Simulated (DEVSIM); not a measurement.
Structure: abrupt Si n-p junction, at 300 K.

| layer (left to right) | material | thickness (μm) | Nd (cm⁻³) | Na (cm⁻³) | τn (s) | τp (s) |
|---|---|---|---|---|---|---|
| 1 | Si | 0.640 | 5e15 | - | 9.1e-6 | 9.1e-6 |
| 2 | Si | 8.60 | - | 9.1e16 | 9.1e-6 | 9.1e-6 |

Left contact: ohmic. Right contact: ohmic. Voltage is applied to the left contact. Recombination: SRH at mid-gap, Auger. Mobility is μmin + (μ − μmin)/(1 + (N/Nref)^α).

The device is made up for the run: typed textbook-type constants, with dimensions and the other settings drawn at random. Values at 300 K.

```tsv
parameter	Si
gap (eV)	1.124
affinity (eV)	4.05
permittivity	11.7
Nc (cm⁻³)	2.86e19
Nv (cm⁻³)	3.1e19
μn (cm²/Vs)	1417
μp (cm²/Vs)	470
μn,min	52
μp,min	45
Nref,n	9.7e16
Nref,p	2.2e17
αn	0.68
αp	0.72
Cn (cm⁶/s)	2.8e-31
Cp (cm⁶/s)	9.9e-32
```

DEVSIM, 1D drift-diffusion, Boltzmann statistics, complete ionisation; no tunnelling, impact ionisation, image-force lowering or self-heating.

Question: Tabulate band edges, carrier densities and field at zero bias.

Answer: Energies count from the Fermi level of the right contact; mesh points crowd at the junctions.

```
x (μm)   Ec (eV)  Ev (eV)  n (cm⁻³)  p (cm⁻³)  field (V/cm)
-------  -------  -------  --------  --------  ------------
0.000      0.224   -0.900    5.0e15     23000           120
0.02338    0.224   -0.900    4.9e15     24000           130
0.06774    0.225   -0.899    4.8e15     24000           210
0.1520     0.228   -0.896    4.2e15     28000           780
0.3794     0.340   -0.784    5.5e13   2100000         12000
0.5150     0.572   -0.552     7.1e9    1.6e10         22000
0.5865     0.751   -0.373   6900000    1.7e13         28000
0.6326     0.888   -0.236     34000    3.4e15         32000
0.6521     0.943   -0.181      4100    2.8e16         19000
0.6911     0.971   -0.153      1400    8.4e16          1500
0.7658     0.973   -0.151      1300    9.1e16           ≈ 0
0.9973     0.973   -0.151      1300    9.1e16           ≈ 0
1.376      0.973   -0.151      1300    9.1e16           ≈ 0
2.132      0.973   -0.151      1300    9.1e16           ≈ 0
4.473      0.973   -0.151      1300    9.1e16           ≈ 0
6.814      0.973   -0.151      1300    9.1e16           ≈ 0
8.036      0.973   -0.151      1300    9.1e16           ≈ 0
8.648      0.973   -0.151      1300    9.1e16           ≈ 0
9.022      0.973   -0.151      1300    9.1e16           ≈ 0
9.143      0.973   -0.151      1300    9.1e16           ≈ 0
9.203      0.973   -0.151      1300    9.1e16           ≈ 0
9.240      0.973   -0.151      1300    9.1e16           ≈ 0
```
